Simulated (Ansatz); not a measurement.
**Effect of isotropic strain +3.00 % on Mg2Ge**

The parent structure is Mg₂Ge in the anti-fluorite structure (space group Fm-3m, No. 225; a = 6.2865 Å).

Modification: an isotropic linear strain of +3.00 %, atoms relaxed at fixed cell.

Computed with plane-wave PAW DFT at the LDA level (Ansatz, an electronic-structure program, 420 eV), no SOC. k-mesh 13×13×13 (Γ-centred); smearing 0.05 eV (Fermi–Dirac).

The space group remains Fm-3m (No. 225) and the shortest interatomic distance rises by 0.082 Å (2.722 Å → 2.804 Å). The energy goes up by 27 meV/atom and the pressure goes from zero to -4.14 GPa. The band gap rises by 0.08 eV to 0.18 eV and the gap character is still indirect, Γ → X. The mean gap deformation potential ΔEg/Δln V comes out as +0.9 eV and the width of the top valence band shrinks by 0.20 eV, from 2.79 eV to 2.59 eV. The electron mass changes from 0.55 mₑ along k, 0.18 mₑ across (at X) to 0.55 mₑ along k, 0.19 mₑ across (at X) and the hole mass (degenerate bands, along [100]) becomes 0.051, 0.34, 0.34 mₑ (at Γ) (base: 0.082, 0.34, 0.34 mₑ (at Γ)). The valley order (the lowest conduction-band minima on the path, energy above the VBM, named in the base's zone) goes from X along ⟨100⟩ 0.10 eV; L along ⟨111⟩ 1.10 eV; Γ 1.16 eV to X along ⟨100⟩ 0.18 eV; Γ 0.66 eV; L along ⟨111⟩ 0.72 eV.

Final structure:

```xyz
3
Lattice="0.0000 3.2375 3.2375 3.2375 0.0000 3.2375 3.2375 3.2375 0.0000" Properties=species:S:1:pos:R:3 pbc="T T T"
Mg     1.6188     1.6188     1.6188
Mg     4.8563     4.8563     4.8563
Ge     0.0000     0.0000     0.0000
```

Cost of the whole job for the changed cell (relaxation, final SCF and bands): around 23 core-seconds (rough).

Masses are band curvatures over ±0.01 Å⁻¹ around the edge. Along k means along the line from Γ to the band edge. Stability against distortions was not tested. The zero or small gap of Mg2Ge can change with the level of theory.
